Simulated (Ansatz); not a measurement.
Start from PbSe in the rock salt structure (space group Fm-3m, No. 225; a = 6.178 Å). Axes: x, y, z lie along the cube axes.

Computed with Kohn–Sham DFT with the r2SCAN functional, run in Ansatz (an electronic-structure program) with PAW and 500 eV plane waves, no spin-orbit coupling.

For the base:

```
Property    Value
--------  -------
Band gap  0.67 eV
```

One thing is altered: the cell is stretched by 3.00 % along z with no lateral relaxation; the atoms relax in the strained cell.

Task: Estimate the effect on the stress, band gap and energy relative to the base.

Result: The stress (xx, yy, zz, yz, xz, xy; compression positive) amounts to (-0.40, -0.40, -3.15, 0.00, 0.00, 0.00) GPa; the band gap goes up by 0.068 eV, from 0.67 eV to 0.73 eV; the energy grows by 9.3 meV/atom.

With Pb present, leaving out spin-orbit coupling can change the band edges. No phonon test of stability was made.
